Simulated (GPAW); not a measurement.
GPAW run on Yb (Fm-3m, 1 atom in the cell): self-consistent single point

Method: PBE, GPAW PAW datasets PBE (gpaw-data 1.0.1) (plane waves; GPAW 25.7.0).

The input file:

```python
from ase import Atoms
from ase.units import GPa
from gpaw import GPAW

atoms = Atoms(['Yb'],
              cell=[[0.000000, 2.753700, 2.753700],
                    [2.753700, 0.000000, 2.753700],
                    [2.753700, 2.753700, 0.000000]],
              positions=[[0.000000, 0.000000, 0.000000]],
              pbc=True)

calc = GPAW(mode={'name': 'pw', 'ecut': 850},
            xc='PBE',
            kpts=(5, 5, 5),
            occupations={'name': 'fermi-dirac', 'width': 0.1},
            nbands=-5,
            convergence={'density': 1e-05, 'energy': 1e-05},
            symmetry={'symmorphic': False, 'tolerance': 0.0005},
            maxiter=100,
            txt='-')

atoms.calc = calc

energy = atoms.get_potential_energy()
print('Energy (eV):', round(energy, 6))
forces = atoms.get_forces()
print('Forces (eV/Ang):')
print(forces.round(5))
stress = atoms.get_stress()
print('Stress (GPa, Voigt):', (stress / GPa).round(4))
```

The program printed (abridged):

```
Input parameters:
  convergence: {density: 1e-05,
                energy: 1e-05}
  kpts: [5 5 5]
  maxiter: 100
  mode: {ecut: 850,
         name: pw}
  nbands: -5
  occupations: {name: fermi-dirac,
                width: 0.1}
  symmetry: {symmorphic: False,
             tolerance: 0.0005}
  xc: PBE

species:
  Yb:
    name: Ytterbium
    Z: 70.0
    valence: 24
    core: 46
    charge: 0.0
    file: Yb.PBE.gz

    # Using partial waves for Yb as LCAO basis

Reference energy: -382585.272641  # eV

Spin-paired calculation

Convergence criteria:
 Maximum [total energy] change in last 3 cyles: 1e-05 eV / valence electron
 Maximum integral of absolute [dens]ity change: 1e-05 electrons / valence electron
 Maximum integral of absolute [eigenst]ate change: 4e-08 eV^2 / valence electron
 Maximum number of scf [iter]ations: 100

Symmetries present (total): 48
Symmetries with fractional translations: 0
125 k-points: 5 x 5 x 5 Monkhorst-Pack grid
10 k-points in the irreducible part of the Brillouin zone
       k-points in crystal coordinates                weights
   0:     0.00000000    0.00000000    0.00000000          1/125
   1:     0.20000000    0.20000000    0.00000000          6/125
   2:     0.20000000    0.20000000    0.20000000          8/125
   [... 7 lines left out ...]

Wave functions: Plane wave expansion
  Cutoff energy: 850.000 eV
  Number of coefficients (min, max): 2332, 2397
  Pulay-stress correction: 0.000000 eV/Ang^3 (de/decut=0.000000)

Occupation numbers: Fermi-Dirac:
  width: 0.1000  # eV

Eigensolver

Densities:
  Coarse grid: 27*27*27 grid
  Fine grid: 54*54*54 grid
  Total Charge: 0.000000

Density mixing:
  Method: separate
  Backend: pulay
  Linear mixing parameter: 0.05
  old densities: 5
  Damping of long wavelength oscillations: 50

Hamiltonian:
  XC and Coulomb potentials evaluated on a 54*54*54 grid
  External potential:
    NoExternalPotential

XC parameters: PBE with 2 nearest neighbor stencil

Number of atoms: 1
Number of atomic orbitals: 20
Number of bands in calculation: 17
Number of valence electrons: 24
Bands to converge: occupied

Density initialized from atomic densities
  17 bands from LCAO basis set

Atomic positions and initial magnetic moments

Positions:
   0 Yb     0.000000    0.000000    0.000000    ( 0.0000,  0.0000,  0.0000)

Unit cell:
           periodic     x           y           z      points  spacing
  1. axis:    yes    0.000000    2.753700    2.753700    27     0.1178
  2. axis:    yes    2.753700    0.000000    2.753700    27     0.1178
  3. axis:    yes    2.753700    2.753700    0.000000    27     0.1178

  Lengths:   3.894320   3.894320   3.894320
  Angles:   60.000000  60.000000  60.000000

Effective grid spacing dv^(1/3) = 0.1285

     iter     time        total  log10-change:
                         energy   eigst   dens
iter:   1 --:--:--    -4.747065
iter:   2 --:--:--    -1.456206   -0.53  -0.92
iter:   3 --:--:--    -1.360580   -2.46  -1.78
iter:   4 --:--:--    -6.616355   -0.42  -1.81
iter:   5 --:--:--    -1.184202   -0.62  -0.85
iter:   6 --:--:--    -1.197644   -1.92  -2.39
   [... 6 lines left out ...]
iter:  13 --:--:--    -1.197761   -6.04  -2.92
iter:  14 --:--:--    -1.189807   -3.95  -2.96
iter:  15 --:--:--    -1.192329   -5.38  -3.26
iter:  16 --:--:--    -1.192359   -6.94  -4.08
iter:  17 --:--:--    -1.192117   -6.87  -4.16
iter:  18 --:--:--    -1.192098   -7.88c -4.68
iter:  19 --:--:--    -1.192081c  -8.77c -4.78
iter:  20 --:--:--    -1.192075c  -8.96c -4.84
iter:  21 --:--:--    -1.192125c  -8.03c -4.90
iter:  22 --:--:--    -1.192084c  -8.65c -4.79
iter:  23 --:--:--    -1.192078c  -9.65c -4.95
iter:  24 --:--:--    -1.192087c  -8.76c -5.00c

Converged after 24 iterations.

Dipole moment: (-0.000000, -0.000000, 0.000000) |e|*Ang

Energy contributions relative to reference atoms: (reference = -382585.272641)

Kinetic:        -25.208032
Potential:      +23.680212
External:        +0.000000
XC:              +0.132959
Entropy (-ST):   -0.087998
Local:           +0.246772
SIC:             +0.000000
--------------------------
Free energy:     -1.236086
Extrapolated:    -1.192087

Showing only first 2 kpts
 Kpt  Band  Eigenvalues  Occupancy
  0    10      4.82657    1.97572
  0    11      4.82657    1.97572
  0    12      8.01497    0.00000
  0    13      8.01497    0.00000

  1    10      4.79959    1.98141
  1    11      4.80123    1.98110
  1    12      6.94031    0.00000
  1    13      8.35025    0.00000

Fermi level: 5.26646

Gap: 0.449 eV
Transition (v -> c):
  (s=0, k=6, n=11, [0.40, 0.40, -0.20]) -> (s=0, k=5, n=12, [0.40, 0.40, -0.40])
Direct/indirect transitions are different
Direct gap: 0.568 eV
Transition at: (s=0, k=5, n=11, [0.40, 0.40, -0.40])
Energy (eV): -1.192087

Forces in eV/Ang:
  0 Yb   -0.00000    0.00000   -0.00000

Stress tensor:
     0.013028     0.000000    -0.000000
     0.000000     0.013028    -0.000000
    -0.000000    -0.000000     0.013028
Stress (GPa, Voigt): [ 2.0873  2.0873  2.0873 -0.     -0.      0.    ]
```

The run converged in 24 iterations. GPAW prints stress with tension positive.

The starting cell has typed, rounded lattice constants, without a prior relaxation at this level. Its lattice was rescaled by up to half a per cent. Spin-orbit coupling is off. Spin polarisation is off. The log's line on a gap gives a spacing of levels on this mesh, which the program prints for metals too.

Cost on one core of a shared machine: roughly 30 s.
